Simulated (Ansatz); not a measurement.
Start from WSe2 (space group P6_3/mmc, No. 194; a = 3.2305 Å, c = 12.4111 Å; layered, stacked along the Cartesian z axis).

Level of theory: PBEsol-D3(BJ) (Ansatz, an electronic-structure program), no spin-orbit coupling.

Strains are applied to the cell and any free atomic positions relax.

One change was made to it. Results:

| quantity | base | after |
|---|---|---|
| largest internal atomic displacement | – | 0.047 Å |
| valence-band top at Γ (three highest levels, from the VBM) | 0.00, -0.78, -1.48 eV | 0.00, -0.88, -1.23 eV |
| width of the top valence band | 1.64 eV | 1.61 eV |

Task: Which change produced these results?
A. isotropic strain +1.80 %
B. isotropic strain +0.60 %
C. isotropic strain +3.00 %

Result: A, isotropic strain +1.80 %. For comparison, the valence-band top at Γ in the other runs: isotropic strain +0.60 % gives 0.00, -0.82, -1.39 eV; isotropic strain +3.00 % gives 0.00, -0.94, -1.08 eV.

Spin-orbit coupling, missing from the scalar runs, can matter with W. The levels and masses belong to the bands next to the band gap. Stability against distortions was not tested.
